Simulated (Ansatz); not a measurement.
Data:

End structure of the (21-32) surface of hcp Os in its 1x1 cell, outermost plane spacing 0.56 Å in the ideal cut (one of several cuts of this face):

```xyz
26
Lattice="5.1457 0.0000 0.0000 2.1972 6.6639 0.0000 0.0000 0.0000 27.0000" Properties=species:S:1:pos:R:3 pbc="T T T"
Os     1.6850     0.2656     8.3943
Os     4.2275     0.7155     8.8651
Os     0.9032     2.6225     9.1847
Os     3.5281     3.2282     9.6606
Os     5.3077     5.1669     9.8870
Os     2.7667     5.7500    10.3792
Os     2.3591     1.0718    10.7451
Os     4.9463     1.6347    11.2693
Os     1.6740     3.5964    11.5507
Os     4.2318     4.1459    12.1077
Os     6.0706     6.0839    12.3830
Os     1.2943    -0.0025    12.9399
Os     3.1352     1.9552    13.2325
Os     5.6960     2.5213    13.7675
Os     2.3912     4.4790    14.0601
Os     4.9578     5.0565    14.6170
Os     4.5994     0.3306    14.8923
Os     2.0116     0.8801    15.4493
Os     3.8849     2.8418    15.7307
Os     1.3264     3.4047    16.2549
Os     3.1161     5.3904    16.6208
Os     5.7208     5.9735    17.1130
Os     5.3031     1.2483    17.3394
Os     2.7824     1.8541    17.8153
Os     4.6036     3.7610    18.1349
Os     2.0006     4.2110    18.6057
```

Model: 26-atom slab, 10.5 Å thick at the start, 8x6x1 mesh, Fermi-Dirac 0.1 eV, dipole correction, all atoms relaxed; start symmetry kept, larger cells not searched; no spin, no spin-orbit, no U.

Task: What is the computed work function of the top face (PBE run with Ansatz, a quantum-chemistry and plane-wave program)?

Result: 4.83 eV

Task: What is the computed surface energy (mean of both faces) (PBE)?

Result: 3.86 J/m²
